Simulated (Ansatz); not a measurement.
BAs under load (space group R3m), r2SCAN with spin-orbit coupling, rigid bands run with Ansatz (a first-principles code). Condition of this run: uniaxial stress along [111] of -22.4 GPa (compression positive) (the target of the relaxation). Band gap 0.95 eV, N_c = 6.04e19 cm⁻³ and N_v = 5.25e18 cm⁻³ at 300 K, conductivity masses of 0.351 mₑ (electrons) and 0.315 mₑ (holes). Take k_BT = 0.02585 eV.

What built-in voltage has an abrupt junction with N_A = 1e16 and N_D = 1e17 cm⁻³, all dopants ionised?

V_bi = E_g/e − (k_BT/e) ln(N_c N_v/(N_A N_D)) = 0.95 − 0.02585 × 12.67 = 0.62 V, for the computed gap.

A film of it is 5 nm thick. Estimate the confinement energies in an infinite well.

ħ²π²/(2m t²) = 0.376 eV·nm²/(m/mₑ × t²) gives 42.9 meV for electrons and 47.7 meV for holes, so the gap would widen to about 1.04 eV. Finite barriers and nonparabolic bands lower this, and with several valleys or bands the heaviest mass along the normal sets the lowest level, not this average.

Find the intrinsic carrier density and the intrinsic Fermi level.

n_i = √(N_c N_v) exp(−E_g/2k_BT) = 1.78e19 × exp(−18.37) = 1.9e11 cm⁻³. The level lies (k_BT/2) ln(N_v/N_c) = -32 meV from mid-gap (positive towards the conduction band). Each 0.1 eV added to the gap lowers n_i by a factor of 6.9.

Rigid bands with the computed gap; masses take one relaxation time for all states. Geometry: cell and atoms relaxed with PBEsol.
